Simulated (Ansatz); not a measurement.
Functionals compared on the (20-21) surface of hcp Zn in its 1x1 cell, outermost plane spacing 0.19 Å in the ideal cut, in Ansatz (plane waves, PAW). The structure was relaxed with PBE; the other rows are single points on it, each with its references at the same level. Cutoff 420 eV (500 eV for r2SCAN).

Set-up: 20 atoms, 10.2 Å thick at the start (thin: gaps and levels are the slab's own); mesh 14x4x1; 0.1 eV smearing; dipole correction on; all atoms relaxed; held to the part of the start's symmetry that mesh and held atoms allow; no spin, no spin-orbit, no U. These notes are the PBE run's.

| functional | surface energy (J/m²) | work function of the top face (eV) | rough cost of the single point |
|---|---|---|---|
| PBE | 0.45 | 4.09 | – |
| LDA | 0.60 | 4.40 | around 10 core-minutes (rough) |
| PBEsol | 0.59 | 4.20 | about 10 core-minutes (a rough figure) |
| RPBE | 0.35 | 3.95 | very roughly 10 core-minutes |
| r2SCAN | 0.49 | 4.19 | about 18 core-minutes (a rough figure) |

Ansatz is a quantum-chemistry and plane-wave program.
